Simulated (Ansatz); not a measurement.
# Nb2InC: pressure series

Start from Nb2InC (space group P6_3/mmc, No. 194; a cell from a computed database, its experimental status unchecked).

```xyz
8
Lattice="3.1588 0.0000 0.0000 -1.5794 2.7356 0.0000 0.0000 0.0000 14.3312" Properties=species:S:1:pos:R:3 pbc="T T T"
Nb     1.5794     0.9119    13.1474
Nb     0.0000     1.8237     1.1838
Nb     0.0000     1.8237     5.9818
Nb     1.5794     0.9119     8.3494
In     1.5794     0.9119     3.5828
In     0.0000     1.8237    10.7484
C      0.0000     0.0000     0.0000
C      0.0000     0.0000     7.1656
```

Cell and atoms are relaxed at each pressure.

The values are results of Ansatz (a program for electronic structure), PBEsol, PAW, cutoff 420 eV, scalar-relativistic without spin-orbit coupling, not measurements.

```csv
P (GPa),V (Å³/atom)
0.29,15.454
0.70,15.418
1.49,15.349
3.00,15.225
4.99,15.067
7.49,14.882
```

A third-order Birch–Murnaghan fit to these points gives V₀ = 15.48 Å³/atom, B₀ = 173 GPa and B₀′ = 4.7. At pressure 7.5 GPa the volume is 96.1 % of V₀.

Load acts through the strain it causes; cell and atoms are relaxed under it. Stability against distortions was not tested. Competing high-pressure phases were not computed. The final runs are not spin-polarised.
